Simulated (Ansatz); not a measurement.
Band structure of LiLu₃ (P6_3/mmc, 8 atoms in the cell).

```
CELL_PARAMETERS angstrom
      6.87010     0.00000     0.00000
     -3.43505     5.94968     0.00000
      0.00000     0.00000     5.43812
ATOMIC_POSITIONS crystal
  Li 0.33333 0.66667 0.75000
  Li 0.66667 0.33333 0.25000
  Lu 0.16786 0.33572 0.25000
  Lu 0.83214 0.66428 0.75000
  Lu 0.83214 0.16786 0.75000
  Lu 0.16786 0.83214 0.25000
  Lu 0.66428 0.83214 0.25000
  Lu 0.33572 0.16786 0.75000
```

Method: PBEsol, PAW files made with PBE (plane waves; Ansatz, a quantum-chemistry and plane-wave program).

Settings: basis.ecutwfc = 420 eV; kpoints.mp_grid.grid = 3 3 3; hamiltonian.xc = pbesol; hamiltonian.pseudopotentials = {kind: paw} (the program's default PAW files); scf.occupations.method = fermi_dirac; scf.occupations.width = 0.1 eV; kpoints.band_path.npoints = 8.

The starting cell comes from a database of computed structures (which also holds hypothetical and non-ambient phases and stackings), without a prior relaxation at this level. Its lattice was rescaled by a random factor within 2.5 % of one. Spin-orbit coupling is off.

Levels in eV from the Fermi level, bands 75 to 82:
```
point     75     76     77     78     79     80    81    82
-----  -----  -----  -----  -----  -----  -----  ----  ----
Γ      -1.15  -0.90  -0.90  -0.24  -0.24   0.16  0.16  0.42
M      -0.73  -0.34  -0.25  -0.19  -0.05   0.15  0.31  0.43
K      -0.62  -0.60  -0.20  -0.20  -0.11  -0.11  0.33  0.69
A      -1.38  -1.38   0.16   0.16   0.28   0.28  0.28  0.28
L      -1.22  -1.22  -0.05  -0.05   0.51   0.51  0.70  0.70
H      -0.42  -0.42  -0.09  -0.09   0.16   0.16  0.60  0.60
```

Bands cross the Fermi level along this path, so the cell is metallic at this level.

Keys are those of Ansatz 0.2.
